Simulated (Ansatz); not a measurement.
Base system: W in the bcc (W type) structure (space group Im-3m, No. 229; a = 3.154 Å; relaxed with 0.1 eV smearing). Axes: x, y, z lie along the cube axes.

The values are results of Kohn–Sham DFT with the PBEsol functional, run in Ansatz (a program for electronic structure) with PAW and 420 eV plane waves, no SOC, not measurements.

Perturbation: the cell is compressed by 2.00 % along z with no lateral relaxation, atoms relaxed at fixed cell.

Q: Estimate the effect on the energy relative to the base and stress.

A: The energy increases by 11 meV/atom; the stress (xx, yy, zz, yz, xz, xy; compression positive) amounts to (4.5, 4.5, 11.6, 0.0, 0.0, 0.0) GPa.

The cells carry an imposed strain or load. Whether these cells are dynamically stable was not tested. The final runs are not spin-polarised.
